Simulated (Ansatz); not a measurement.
C11b MoSi2

Computed with PBE in Ansatz (plane waves, PAW).

Settings: plane-wave cutoff 520 eV, 24×24×24 k mesh, Fermi–Dirac smearing 0.05 eV, no spin polarisation, scalar-relativistic PAW data made under PBE.

Cell: relaxed at this level.

```yaml
equilibrium_volume_per_atom: 13.58 Å³/atom
bulk_modulus: 204 GPa
lattice_constant_a: 3.217 Å
c axis length: 7.873 Å
band_gap: none
pressure derivative B′ of the bulk modulus: 4.5
```

Measured, for comparison: bulk modulus 222 ± 2 GPa (room temperature, no zero-point or thermal correction, B' = 4; as tabulated in Structural stability of MoSi2 and Mo5Si3 under high pressure, Chin. Phys. B 26 …); lattice constant a 3.205 Å, lattice parameter c 7.845 Å (temperature not stated, no zero-point or thermal correction; as tabulated in Pavlosiuk et al. (2022), arXiv:2202.05362). Computed (rounded) less measured: bulk modulus -8 %, lattice constant a +0.4 %, lattice parameter c +0.4 %.

Note: the bulk modulus comes from volumes at which shape and atoms were relaxed.

Spin–orbit coupling is not included.

Computed values are for the static lattice.

Computing time: about 27 core-minutes (a rough figure).

Ansatz is an electronic-structure program.
